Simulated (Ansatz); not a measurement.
Functionals compared on the (201) surface of alpha gallium in its 1x1 cell, outermost plane spacing 0.34 Å in the ideal cut, in Ansatz (plane waves, PAW). The structure was relaxed with PBE; the other rows are single points on it, each with its references at the same level. Cutoff 420 eV (500 eV for r2SCAN).

Model: 22-atom slab, 10.6 Å thick at the start, 6x6x1 mesh, Fermi-Dirac 0.1 eV, dipole correction, all atoms relaxed; start symmetry kept, larger cells not searched; no spin, no spin-orbit, no U. These notes are the PBE run's.

```json
[
 {"functional": "PBE", "surface energy (J/m²)": "0.55", "work function of the top face (eV)": "4.23", "rough cost of the single point": "–"},
 {"functional": "LDA", "surface energy (J/m²)": "0.79", "work function of the top face (eV)": "4.48", "rough cost of the single point": "around 6 core-minutes (rough)"},
 {"functional": "PBEsol", "surface energy (J/m²)": "0.71", "work function of the top face (eV)": "4.31", "rough cost of the single point": "about 5 core-minutes (a rough figure)"},
 {"functional": "RPBE", "surface energy (J/m²)": "0.43", "work function of the top face (eV)": "4.13", "rough cost of the single point": "about 7 core-minutes (a rough figure)"},
 {"functional": "r2SCAN", "surface energy (J/m²)": "0.72", "work function of the top face (eV)": "4.43", "rough cost of the single point": "about 12 core-minutes (a rough figure)"}
]
```

Ansatz is a program for electronic structure.
